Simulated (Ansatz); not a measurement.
A computed series for BP: thickness series

The reference is BP in the zinc blende structure (space group F-43m, No. 216; a = 4.5366 Å). Axes: x, y, z lie along the cube axes.

Free-standing slabs (2 atom(s) a layer) normal to [110] with 15 Å of vacuum; in-plane cell held at bulk.

Method: plane-wave PAW DFT at the r2SCAN level (Ansatz, a first-principles code, 500 eV), no spin-orbit coupling.

Before the change:

```
Item       Result
--------  -------
Band gap  1.41 eV
```

### Question
The aim is a band gap between 0.82 eV and 0.90 eV. Which of these changes reaches it?
A) 1 layer
B) 7 layers
C) 5 layers
D) 4 layers

### Answer
D, 4 layers. It gives 0.87 eV; 5 layers gives 0.78 eV; 1 layer gives zero; 7 layers gives 0.48 eV. Changes not listed may reach it too

Stability against distortions was not tested. All final runs are without spin polarisation. The zero or small gap of BP can change with the level of theory.
